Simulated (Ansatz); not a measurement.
An Ansatz (an electronic-structure program) run: Te with a change (holes 3.0×10^21 cm⁻³); r2SCAN (Ansatz; PAW; 500 eV plane waves; no SOC).

Input:

Ansatz 0.2 input:
```yaml
crystal:
  lattice:
    - [4.6241183043, 0, 0]
    - [-2.3120591522, 4.0046039216, 0]
    - [0, 0, 5.9033879201]
  atoms:
    - { symbol: Te, position: [0.2533533777, 0, 0.3333333333] }
    - { symbol: Te, position: [0, 0.2533533777, 0.6666666667] }
    - { symbol: Te, position: [0.7466466223, 0.7466466223, 0] }
basis: { ecutwfc: 500, ecutrho_ratio: 4, xc_grid: 4, fft_grid_basis: typed }
kpoints: { mp_grid: { grid: [15, 15, 10] } }
hamiltonian:
  xc: r2scan
  dispersion: none
  pseudopotentials: { kind: paw }
total_charge: 0.327953
scf: { occupations: { method: fermi_dirac, width: 0.0259 }, convergence: { dr2_threshold: 0.0000000003 } }
relax: { f_tol: 0.005, max_steps: 30 }
output: { forces: true, stress: true }
checkpoint: { write: state.ck, write_every: 1000 }
```

Output (explanatory and most iteration lines left out):

```
Relaxation: its limit of steps is 30 (relax.max_steps)
Pseudopotential: Te, paw, valence charge 16
Crystal: 3 atoms, lattice volume = 109.318 Å³
Basis set: ecut = 500 eV, 2799 PW (Γ), exchange–correlation on 144×144×180 points (64 copies of the dense FFT grid, shifted against one another)
Bands: 29, of which v1, the nominal top of the filled ones, is band 24 counted from 1 (23 counted from 0)
Symmetry: 6 space group operations
Space group: P3121 (ITA 152), of the structure as read, at distance tolerance 4.8e-5 Å
k-points: 238 of 2250 (time reversal used)
Functional: x = r2scan, c = r2scan; τ floored in thin density (d = 2e-4 eV/Å³)
SCF iter   1: F=—  HF=-20986.940092 eV  |F-HF|=—  |Δ(HF+E_count)|=         —  Δρ=1.30e-2  dr2=1.75e-1  dr2_τ=3.64e-3  ethr=1.77e-3  ⟨swp⟩=7.9  Hψ=34737  notcnv=0
SCF iter   2: F=—  HF=-20986.870932 eV  |F-HF|=—  |Δ(HF+E_count)|=   6.92e-2  Δρ=5.00e-3  dr2=2.45e-2  dr2_τ=2.15e-4  ethr=3.68e-4  ⟨swp⟩=3.0  Hψ=16435  notcnv=0  defer=238
SCF 1 converged in 8 iterations: F = -20986.854015 eV  dr2 = 3.03e-11
relax step   1: F+E_penalty+E_count = -20986.85401497 eV  Δ(F+E_penalty+E_count) = +0.000e0 eV  max|allowed force component| = 5.300e-2 eV/Å  Δτ_max = 0.0000 Å  (8 SCF iters, accepted)
Crystal: 3 atoms, lattice volume = 109.318 Å³
SCF iter   1: F=—  HF=-20986.853000 eV  |F-HF|=—  |Δ(HF+E_count)|=         —  Δρ=5.59e-4  dr2=2.21e-4  dr2_τ=2.11e-3  ethr=4.93e-7  ⟨swp⟩=2.0  Hψ=22700  notcnv=0  defer=238
SCF iter   2: F=—  HF=-20986.854687 eV  |F-HF|=—  |Δ(HF+E_count)|=   1.69e-3  Δρ=4.16e-4  dr2=2.14e-4  dr2_τ=6.46e-6  ethr=4.64e-7  ⟨swp⟩=2.2  Hψ=13383  notcnv=0  defer=238
SCF 2 converged in 7 iterations: F = -20986.854606 eV  dr2 = 9.22e-12
relax step   2: F+E_penalty+E_count = -20986.85460625 eV  Δ(F+E_penalty+E_count) = -5.913e-4 eV  max|allowed force component| = 7.668e-3 eV/Å  Δτ_max = 0.0088 Å  (7 SCF iters, accepted)
Crystal: 3 atoms, lattice volume = 109.318 Å³
SCF iter   1: F=—  HF=-20986.854594 eV  |F-HF|=—  |Δ(HF+E_count)|=         —  Δρ=7.10e-5  dr2=3.48e-6  dr2_τ=3.37e-5  ethr=7.44e-8  ⟨swp⟩=2.1  Hψ=17092  notcnv=0  defer=238
SCF iter   2: F=—  HF=-20986.854621 eV  |F-HF|=—  |Δ(HF+E_count)|=   2.69e-5  Δρ=5.18e-5  dr2=3.24e-6  dr2_τ=9.98e-8  ethr=7.30e-9  ⟨swp⟩=2.0  Hψ=14493  notcnv=0  defer=238
SCF 3 converged in 5 iterations: F = -20986.854619 eV  dr2 = 8.51e-11
relax step   3: F+E_penalty+E_count = -20986.85461949 eV  Δ(F+E_penalty+E_count) = -1.324e-5 eV  max|allowed force component| = 2.134e-4 eV/Å  Δτ_max = 0.0011 Å  (5 SCF iters, accepted)
Crystal: 3 atoms, lattice volume = 109.318 Å³
SCF iter   1: F=—  HF=-20986.854619 eV  |F-HF|=—  |Δ(HF+E_count)|=         —  Δρ=3.49e-7  dr2=8.51e-11  dr2_τ=3.43e-12  ethr=1.00e-12  ⟨swp⟩=2.0  Hψ=32768  notcnv=0  defer=235
SCF iter   2: F=-20986.854619 eV  HF=-20986.854619 eV  |F-HF|=4.37e-11  |Δ(HF+E_count)|=  1.16e-10  Δρ=1.86e-7  dr2=4.30e-11  dr2_τ=1.27e-12  ethr=1.00e-12  ⟨swp⟩=5.0  Hψ=22157  notcnv=0
SCF 4 converged in 2 iterations: F = -20986.854619 eV  dr2 = 4.30e-11
SCF converged after 2 iterations
Free energy (F): -20986.854619 eV
Internal energy: -20986.851636 eV  (E = F + TS)
E sigma→0 (E₀):  -20986.853128 eV
Entropy (-TS):   -0.002984 eV (-0.995 meV/atom)
Fermi energy:    7.097487 eV
--- Forces (eV/Å), atoms counted from 1 ---
  atom   1  Te    -0.00021366    -0.00000000     0.00000000
  atom   2  Te     0.00010683    -0.00018504    -0.00000000
  atom   3  Te     0.00010683     0.00018504    -0.00000000
--- Stress (GPa, compression-positive) ---
       -0.833467       0.000000      -0.000000
        0.000000      -0.833467      -0.000000
       -0.000000      -0.000000      -2.138538
  P = ⅓ Tr σ = -1.2685 GPa (-12.685 kbar)
--- Relaxed structure (3 steps of the walk, 3 accepted, 0 SCFs on fresh bases) ---
  atoms:
    - { symbol: Te, position: [0.255021236313636, 1.9614318771058394e-19, 0.3333333333333333] }
    - { symbol: Te, position: [0.0, 0.255021236313636, 0.6666666666666666] }
    - { symbol: Te, position: [0.7449787636863638, 0.744978763686364, -5.956682324253633e-20] }
```

Charged cell with a jellium background: band edges are those of the host's band count, energies are not comparable with the neutral cell, and many-body gap narrowing is missing. With Te present, leaving out spin-orbit coupling can change the band edges. No phonon test of stability was made. The cell was made from Te (space group P3_121, No. 152; made of chains) by this change: holes 3.0×10^21 cm⁻³. No dispersion term is included, though the crystal is made of layers, chains or molecules, so its spacings can come out too wide.
